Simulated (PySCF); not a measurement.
PySCF 2.14.0, BP86/def2-tzvp, df: Ti(F)3 ([F][Ti+]([F])[F]), charge +1, multiplicity 1, 4 atoms. The geometry is a generated start, not checked to be a minimum at this level.

```yaml
task: energy
method: bp86
basis: def2-tzvp
two_electron_scheme: density fitting
mol.max_memory: 3000 MB
mf.max_cycle: 100
mf.conv_tol: 1e-09 (default)
mf.grids.level: 3 (default)
basis_functions: 138
grid_points: 63696
```

```xyz
4

Ti    -0.1063     0.1651     0.4167
F     -1.2547    -0.9047    -0.1827
F      0.0035     1.3942    -0.7222
F      1.3575    -0.6545     0.4882
```

Charge 1 and multiplicity 1 are set for this test and not shown to be the ground state.

With the defaults (mf.DIIS = CDIIS, mf.diis_space = 8, mf.diis = true, mf.damp = 0, mf.diis_start_cycle = 1, mf.init_guess = minao) it converges in 15 Fock builds. One run each on 2 threads, 1 BLAS thread, with these changes:
- mf.DIIS = ADIIS
- mf.damp = 0.3, mf.diis_start_cycle = 4
- mf.diis_space = 12
- mf.DIIS = EDIIS
- mf.damp = 0.7, mf.diis_start_cycle = 8
- mf.diis = false
- mf.init_guess = 1e
- mf.diis_space = 3
- mf.diis = false, mf.damp = 0.7, mf.diis_start_cycle = 999

Question: Which of these changes keep the SCF from converging, or lead it to another solution?

Answer: No convergence: mf.DIIS = EDIIS; mf.diis_space = 3; mf.diis = false (the run ends without SCF convergence in 100 cycles). The rest reach the solution of the defaults.

```json
[
 {"setting": "the defaults", "Fock builds": "15", "end": "same solution"},
 {"setting": "mf.diis_space = 12", "Fock builds": "15", "end": "same solution"},
 {"setting": "mf.init_guess = 1e", "Fock builds": "18", "end": "same solution"},
 {"setting": "mf.damp = 0.7, mf.diis_start_cycle = 8", "Fock builds": "20", "end": "same solution"},
 {"setting": "mf.damp = 0.3, mf.diis_start_cycle = 4", "Fock builds": "20", "end": "same solution"},
 {"setting": "mf.DIIS = ADIIS", "Fock builds": "38", "end": "same solution"},
 {"setting": "mf.diis = false, mf.damp = 0.7, mf.diis_start_cycle = 999", "Fock builds": "40", "end": "same solution"},
 {"setting": "mf.DIIS = EDIIS", "Fock builds": "101", "end": "no convergence"},
 {"setting": "mf.diis_space = 3", "Fock builds": "101", "end": "no convergence"},
 {"setting": "mf.diis = false", "Fock builds": "101", "end": "no convergence"}
]
```
